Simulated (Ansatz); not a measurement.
The starting structures come from a database of crystals and need not be the phases stable at ambient conditions.

Input:

```
CELL_PARAMETERS angstrom
      4.46524     0.00000     0.00000
      0.00000     4.61134     0.00000
      0.00000     0.00000     6.95853
ATOMIC_POSITIONS crystal
  Be 0.04133 0.80684 0.87297
  Be 0.45867 0.19316 0.37297
  Be 0.54133 0.69316 0.12703
  Be 0.95867 0.30684 0.62703
  H  0.27428 0.40562 0.92263
  H  0.22572 0.59438 0.42263
  H  0.77428 0.09438 0.07737
  H  0.72572 0.90562 0.57737
  H  0.35944 0.08739 0.71423
  H  0.14056 0.91261 0.21423
  H  0.85944 0.41261 0.28577
  H  0.64056 0.58739 0.78577
  O  0.17499 0.39048 0.44512
  O  0.32501 0.60952 0.94512
  O  0.67499 0.10952 0.55488
  O  0.82501 0.89048 0.05488
  O  0.16038 0.10271 0.77340
  O  0.33962 0.89729 0.27340
  O  0.66038 0.39729 0.22660
  O  0.83962 0.60271 0.72660
```

Space group of this cell: P2_12_12_1. The cell is taken as given.

Transport runs along the normal of the first two printed cell vectors.

The gap is the functional's own, uncorrected, and κ follows it; spin-orbit coupling is left out. Mid-gap values are interpolated between the computed energies.

Question: Predict the band gap and the smallest decay constant κ at mid-gap from r2SCAN in Ansatz (a first-principles code).

Answer: Gap 6.37 eV on a 8×8×6 mesh; κ = 0.472 1/Å, at the zone centre.
